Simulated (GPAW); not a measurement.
**A self-consistent single point of Cd3Te (I4/mmm, 4 atoms in the cell) with GPAW**

Level of theory: PBEsol, GPAW PAW datasets PBEsol (made by gpaw-setup) (plane waves; GPAW 25.7.0).

The input file:

```python
from ase import Atoms
from ase.units import GPa
from gpaw import GPAW, PW

atoms = Atoms(['Cd', 'Cd', 'Cd', 'Te'],
              cell=[[-2.262635, 2.262635, 5.114130],
                    [2.262635, -2.262635, 5.114130],
                    [2.262635, 2.262635, -5.114130]],
              positions=[[-0.000000, 2.262635, 2.557065],
                         [2.262635, 0.000000, 2.557065],
                         [0.000000, 0.000000, 5.114130],
                         [0.000000, 0.000000, 0.000000]],
              pbc=True)

calc = GPAW(mode=PW(550),
            xc='PBEsol',
            kpts={'size': (6, 6, 6), 'gamma': True},
            occupations={'name': 'methfessel-paxton', 'width': 0.05, 'order': 0},
            nbands=-12,
            convergence={'density': 1e-05, 'energy': 1e-05},
            symmetry={'symmorphic': False, 'tolerance': 0.0005},
            maxiter=100,
            txt='-')

atoms.calc = calc

energy = atoms.get_potential_energy()
print('Energy (eV):', round(energy, 6))
forces = atoms.get_forces()
print('Forces (eV/Ang):')
print(forces.round(5))
stress = atoms.get_stress()
print('Stress (GPa, Voigt):', (stress / GPa).round(4))
```

Log, with long lists cut:

```
Input parameters:
  convergence: {density: 1e-05,
                energy: 1e-05}
  kpts: {gamma: True,
         size: (6, 6, 6)}
  maxiter: 100
  mode: {ecut: 550.0,
         name: pw}
  nbands: -12
  occupations: {name: methfessel-paxton,
                order: 0,
                width: 0.05}
  symmetry: {symmorphic: False,
             tolerance: 0.0005}
  xc: PBEsol

species:
  Cd:
    name: Cadmium
    Z: 48.0
    valence: 12
    core: 36
    charge: 0.0
    file: Cd.PBEsol.gz

    # Using partial waves for Cd as LCAO basis

  Te:
    name: Tellurium
    Z: 52.0
    valence: 6
    core: 46
    charge: 0.0
    file: Te.PBEsol.gz

    # Using partial waves for Te as LCAO basis

Reference energy: -641018.839627  # eV

Spin-paired calculation

Convergence criteria:
 Maximum [total energy] change in last 3 cyles: 1e-05 eV / valence electron
 Maximum integral of absolute [dens]ity change: 1e-05 electrons / valence electron
 Maximum integral of absolute [eigenst]ate change: 4e-08 eV^2 / valence electron
 Maximum number of scf [iter]ations: 100

Symmetries present (total): 16
Symmetries with fractional translations: 0
216 k-points: 6 x 6 x 6 Monkhorst-Pack grid + [1/12,1/12,1/12]
30 k-points in the irreducible part of the Brillouin zone
       k-points in crystal coordinates                weights
   0:     0.00000000    0.00000000    0.00000000          1/216
   1:     0.16666667   -0.16666667    0.00000000          4/216
   2:     0.16666667   -0.16666667    0.16666667          4/216
   [... 7 lines left out ...]
          ...
  29:     0.50000000    0.50000000    0.50000000          1/216

Wave functions: Plane wave expansion
  Cutoff energy: 550.000 eV
  Number of coefficients (min, max): 3052, 3107
  Pulay-stress correction: 0.000000 eV/Ang^3 (de/decut=0.000000)

Occupation numbers: Methfessel-Paxton:
  width: 0.0500  # eV
  order: 0

Eigensolver

Densities:
  Coarse grid: 35*35*35 grid
  Fine grid: 70*70*70 grid
  Total Charge: 0.000000

Density mixing:
  Method: separate
  Backend: pulay
  Linear mixing parameter: 0.05
  old densities: 5
  Damping of long wavelength oscillations: 50

Hamiltonian:
  XC and Coulomb potentials evaluated on a 70*70*70 grid
  External potential:
    NoExternalPotential

XC parameters: PBEsol with 2 nearest neighbor stencil

Number of atoms: 4
Number of atomic orbitals: 31
Number of bands in calculation: 33
Number of valence electrons: 42
Bands to converge: occupied

Density initialized from atomic densities
  31 bands from LCAO basis set
  2 bands from random numbers

Atomic positions and initial magnetic moments

Positions:
   0 Cd    -0.000000    2.262635    2.557065    ( 0.0000,  0.0000,  0.0000)
   1 Cd     2.262635    0.000000    2.557065    ( 0.0000,  0.0000,  0.0000)
   2 Cd     0.000000    0.000000    5.114130    ( 0.0000,  0.0000,  0.0000)
   3 Te     0.000000    0.000000    0.000000    ( 0.0000,  0.0000,  0.0000)

Unit cell:
           periodic     x           y           z      points  spacing
  1. axis:    yes   -2.262635    2.262635    5.114130    35     0.1182
  2. axis:    yes    2.262635   -2.262635    5.114130    35     0.1182
  3. axis:    yes    2.262635    2.262635   -5.114130    35     0.0914

  Lengths:   6.032691   6.032691   6.032691
  Angles:  135.943672 135.943672  64.067431

Effective grid spacing dv^(1/3) = 0.1347

     iter     time        total  log10-change:
                         energy   eigst   dens
iter:   1 --:--:--    -7.455418
iter:   2 --:--:--    -7.409286   -2.11  -1.45
iter:   3 --:--:--    -7.255229   -2.18  -1.49
iter:   4 --:--:--    -7.272134   -2.67  -1.69
iter:   5 --:--:--    -7.243478   -3.49  -1.87
iter:   6 --:--:--    -7.242857   -5.08  -2.66
iter:   7 --:--:--    -7.238645   -3.94  -2.72
iter:   8 --:--:--    -7.238547   -4.85  -3.16
iter:   9 --:--:--    -7.238606c  -5.85  -3.36
iter:  10 --:--:--    -7.238515c  -5.08  -3.29
iter:  11 --:--:--    -7.238535c  -6.06  -3.88
iter:  12 --:--:--    -7.238503c  -6.54  -4.18
iter:  13 --:--:--    -7.238488c  -6.78  -4.26
iter:  14 --:--:--    -7.238485c  -7.72c -4.29
iter:  15 --:--:--    -7.238482c  -7.05  -4.33
iter:  16 --:--:--    -7.238482c  -8.67c -4.64
iter:  17 --:--:--    -7.238482c -10.24c -4.79
iter:  18 --:--:--    -7.238483c  -8.73c -4.84
iter:  19 --:--:--    -7.238483c  -9.43c -5.14c

Converged after 19 iterations.

Dipole moment: (0.000000, -0.000000, -0.000000) |e|*Ang

Energy contributions relative to reference atoms: (reference = -641018.839627)

Kinetic:        +14.955630
Potential:      -12.246016
External:        +0.000000
XC:             -10.351686
Entropy (-ST):   -0.000837
Local:           +0.404008
SIC:             +0.000000
--------------------------
Free energy:     -7.238901
Extrapolated:    -7.238483

Showing only first 2 kpts
 Kpt  Band  Eigenvalues  Occupancy
  0    19      4.06488    2.00000
  0    20      5.81357    2.00000
  0    21      7.78000    0.00000
  0    22      7.78002    0.00000

  1    19      4.34124    2.00000
  1    20      5.76064    2.00000
  1    21      6.07818    2.00000
  1    22      6.92283    0.00000

Fermi level: 6.30750

No gap
No difference between direct/indirect transitions
Energy (eV): -7.238483

Forces in eV/Ang:
  0 Cd   -0.00000    0.00000    0.00000
  1 Cd    0.00000   -0.00000    0.00000
  2 Cd    0.00000    0.00000   -0.00000
  3 Te   -0.00000   -0.00000   -0.00000

Stress tensor:
     0.030087     0.000000     0.000000
     0.000000     0.030087     0.000000
     0.000000     0.000000     0.017936
Stress (GPa, Voigt): [4.8205 4.8205 2.8737 0.     0.     0.    ]
```

The run converged in 19 iterations. GPAW prints stress with tension positive.

The starting cell comes from a database of computed structures (which also holds hypothetical and non-ambient phases and stackings), without a prior relaxation at this level. Spin-orbit coupling is off. With a pressure of about -4 GPa the cell is away from its equilibrium volume at this level. The run gives no clean gap (levels at the Fermi energy touch, overlap or are partly filled at this smearing), which alone does not show that the compound is a metal.

Cost on one core of a shared machine: roughly 2 min.
